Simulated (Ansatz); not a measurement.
Worked example: self-consistent single point of AuZn (Pm-3m, 2 atoms in the cell) in Ansatz (a program for electronic structure).

Level of theory: BLYP, harder PAW files (source: ansatz) made with PBE (plane waves; Ansatz).

```yaml
crystal:
  lattice:
    - [3.15000, 0.00000, 0.00000]
    - [0.00000, 3.15000, 0.00000]
    - [0.00000, 0.00000, 3.15000]
  atoms:
    - { symbol: Zn, position: [0.50000, 0.50000, 0.50000] }
    - { symbol: Au, position: [0.00000, 0.00000, 0.00000] }
```

Reference input (self-consistent single point, DFT, PBE, plane waves, harder PAW files (source: ansatz)): basis.ecutwfc = 48.5 Ry; kpoints.mp_grid.grid = 10 10 10; hamiltonian.xc = pbe; hamiltonian.pseudopotentials = {kind: paw, source: ansatz}; scf.occupations.method = methfessel_paxton; scf.occupations.width = 0.0147 Ry. This run's input differs from it in these lines:

Ansatz 0.2 input:
```diff
@@ -14,3 +14,3 @@
 hamiltonian:
-  xc: pbe
+  xc: blyp
   pseudopotentials:
```

Log, with long lists cut:

```
SCF iter   1: F=—  HF=-20705.200366 eV  |F-HF|=—  |Δ(HF+E_count)|=         —  Δρ=2.11e-1  dr2=1.70e1  ethr=3.10e-3  ⟨swp⟩=4.9  Hψ=5099  notcnv=0
all-band conjugate gradients solve this SCF's bands
preconditioner: auto → Kerker (q_TF=auto, 2.831 Å⁻¹)
SCF iter   2: F=—  HF=-20701.297987 eV  |F-HF|=—  |Δ(HF+E_count)|=    3.90e0  S|Δr|=    0.00e0  Δρ=5.01e-2  dr2=1.00e0  ethr=3.10e-3  ⟨swp⟩=3.0  Hψ=3349  notcnv=0  defer=13
   [... lines left out ...]
SCF iter   7: F=—  HF=-20700.809191 eV  |F-HF|=—  |Δ(HF+E_count)|=   6.46e-6  S|Δr|=    0.00e0  Δρ=1.26e-4  dr2=2.27e-6  ethr=1.57e-7  ⟨swp⟩=2.1  Hψ=1911  notcnv=0  defer=19
SCF iter   8: F=—  HF=-20700.809192 eV  |F-HF|=—  |Δ(HF+E_count)|=   1.08e-6  S|Δr|=    0.00e0  Δρ=2.26e-5  dr2=1.27e-7  ethr=5.83e-9  ⟨swp⟩=2.1  Hψ=1965  notcnv=0  defer=19
SCF iter   9: F=-20700.809192 eV  HF=-20700.809192 eV  |F-HF|=3.06e-9  |Δ(HF+E_count)|=   6.85e-8  S|Δr|=    0.00e0  Δρ=3.93e-6  dr2=2.71e-9  ethr=2.56e-10  ⟨swp⟩=7.6  Hψ=6276  notcnv=0
SCF 1 converged in 9 iterations: F = -20700.809192 eV  dr2 = 2.71e-9
Stability not checked (fill_not_monotonic)
Free energy (F): -20700.809192 eV
Internal energy: -20700.808493 eV  (E = F + TS)
E sigma→0 (E₀):  -20700.809017 eV
Entropy (-TS):   -0.000699 eV (-0.349 meV/atom)
Fermi energy:    18.943126 eV
--- Forces (eV/Å), atoms counted from 1 ---
  atom   1  Zn     0.00000000    -0.00000000    -0.00000000
  atom   2  Au    -0.00000000     0.00000000     0.00000000
--- Stress (GPa, compression-positive) ---
       13.120053      -0.000000       0.000000
       -0.000000      13.120053       0.000000
        0.000000       0.000000      13.120053
  P = ⅓ Tr σ = 13.1201 GPa (131.201 kbar)
  The stress holds the Pulay correction. Without it, at fixed plane waves, as pw.x and ABINIT print it: P = 13.1107 GPa
```

The run converged in 9 iterations. Against the reference run the pressure goes from 4.36 to 13.12 GPa.

The starting cell has typed, rounded lattice constants, without a prior relaxation at this level. With a pressure of about 13 GPa the cell is away from its equilibrium volume at this level. Ansatz's pressure includes its estimate of the finite-basis (Pulay) stress. The cutoff lies below the one recommended for these files.
